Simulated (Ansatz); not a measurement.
Take Mo in the bcc (W type) structure (space group Im-3m, No. 229; a = 3.130 Å; relaxed with 0.1 eV smearing) as the base. Axes: x, y, z lie along the cube axes.

Computed with PBEsol/PAW in Ansatz (a program for electronic structure), without spin-orbit coupling.

For the base:

```
Quantity    Value
--------  -------
Pressure  0.0 GPa
```

Now apply this change: biaxial strain +0.50 %, plane normal [001], relaxed out of plane (Cartesian); in-plane vectors clamped, the third vector and the atoms free.

Task: Predict the new pressure.

Result: The pressure (mean of the normal stresses, compression positive) goes from zero to -1.8 GPa.

Task: How does this affect the energy relative to the base?

Result: The energy grows by 1.3 meV/atom.

Task: Estimate the effect on the out-of-plane strain.

Result: The out-of-plane strain comes out as -0.35 %.

Stability against distortions was not tested. The final runs are not spin-polarised.
